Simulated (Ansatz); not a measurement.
```
CELL_PARAMETERS angstrom
      0.00000     4.38497     4.38497
      4.51235     0.00000     4.38497
      4.51235     4.38497     0.00000
ATOMIC_POSITIONS crystal
  Ta 0.98415 0.01077 0.01585
  Ta 0.01637 0.98363 0.48363
  Ta 0.00442 0.49558 0.99558
  Ta 0.98415 0.51585 0.51077
  Ta 0.48923 0.01077 0.01585
  Ta 0.51329 0.98671 0.48671
  Ta 0.51637 0.48363 0.98363
  Ta 0.48923 0.51585 0.51077
  N  0.23798 0.26202 0.26605
  N  0.26291 0.23709 0.73709
  N  0.26847 0.73153 0.23153
  N  0.23798 0.76605 0.76202
  N  0.73395 0.26202 0.26605
  N  0.76847 0.23153 0.73153
  C  0.75907 0.74093 0.24093
  N  0.73395 0.76605 0.76202
```

The mixing enthalpy is taken against the end members in the rock salt type (which need not be the stable form of TaN), relaxed in the same cell and mesh, with TaN held in the symmetric form, which may not be a minimum.

Method: PBE (plane waves to 420 eV, PAW; Ansatz, a first-principles code). No spin–orbit coupling; the runs are not spin-polarised. Its k-point mesh 5×5×5, Fermi–Dirac width 0.05 eV.

**Question.** Give the composition and order of this alloy cell, and its volume, bond lengths and mixing enthalpy.

**Answer.** A 16-atom cell of Ta(N,C) started in the rock salt structure, site fractions N 0.875, C 0.125, short-range order -0.14 in the first shell of the mixed sites (0 is random, a negative value favours unlike neighbours), space group I4mm at the end, an ordered arrangement that its symmetry holds.
- volume per atom = 10.85 Å³
- N–Ta bonds = 2.228 Å on average, from 2.189 to 2.333 (42)
- C–Ta bonds = 2.192 Å on average, from 2.180 to 2.218 (6)
- mixing enthalpy per site of the mixed sublattice = -96 meV
- departure of the mean lattice parameter from Vegard's line = under 0.15 %, inside the noise of the relaxations
